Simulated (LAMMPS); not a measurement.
Pressure dependence of Ni (fcc) at 1040 K, from the crystal.

Level of theory: MD with a machine-learned potential, pair style snap, file Ni_Zuo_JPCA2020.snap, run in LAMMPS.

| P (GPa) | state | volume | coordination number |
|---|---|---|---|
| 0 | crystal; no diffusion seen in 15 ps | 11.276 ± 0.003 Å³/atom | 12.0 (counted to 3.06 Å) |
| 2 | crystal; no diffusion seen in 15 ps | 11.163 ± 0.002 Å³/atom | 12.0 (counted to 3.06 Å) |
| 5 | crystal; no diffusion seen in 15 ps | 11.002 ± 0.001 Å³/atom | 12.0 (counted to 3.06 Å) |

Caution: a run this short can hold a crystal over, or a liquid under, the potential's own melting point, which these runs don't give.

Caution (row 2): enthalpy drifts during the constant-pressure average: a transition or slow ageing; fluctuation values are void.

Estimate the isothermal bulk modulus at zero pressure. A parabola P(ln V) through the three points gives −dP/d ln V = 200 GPa at zero pressure.

States go by the mean squared displacement: a species diffuses where it passes 1.5 Å², still rises and gives D over 1e-6 cm²/s; a crystal has left its structure where atoms lie 0.35 Å off their sites on average or a cubic box changes its shape by 3 %, or the axial ratios of another lie 8 % off the starting cell's, which the potential's own relaxation can also do.

The ± values are statistical; the model's systematic error is not in them.
